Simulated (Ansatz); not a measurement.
TiO2 under a change: pressure 4.2 GPa

Base system: TiO₂ in the anatase structure (space group I4_1/amd, No. 141; a = 3.7984 Å, c = 9.7038 Å).

Now apply this change: cell and atoms relaxed at a pressure of 4.2 GPa.

All numbers come from PBE/PAW in Ansatz (a program for electronic structure), no spin-orbit coupling, earlier PAW set. Settings: 12×12×12 k-points, 0.05 eV Fermi–Dirac smearing.

The volume per atom drops by 0.27 Å³ to 11.40 Å³ and the density increases by 0.09 g/cm³ (3.79 g/cm³ → 3.88 g/cm³). The lattice parameter a drops by 0.014 Å, from 3.798 Å to 3.784 Å and the c/a ratio shrinks by 0.032, from 2.555 to 2.523. The shortest interatomic distance falls by 0.012 Å (1.946 Å → 1.934 Å) and the enthalpy H = E + PV relative to the base's energy is +0.30 eV/atom. The band gap drops by 0.02 eV, from 2.13 eV to 2.11 eV and the gap character remains indirect, Γ–X (87 % along) → Γ. The smallest direct gap increases by 0.03 eV to 2.46 eV and the mean gap deformation potential ΔEg/Δln V is +0.9 eV. The width of the top valence band increases by 0.03 eV, from 0.84 eV to 0.87 eV.

Load acts through the strain it causes; cell and atoms are relaxed under it. Whether these cells are dynamically stable was not tested. All final runs are without spin polarisation.
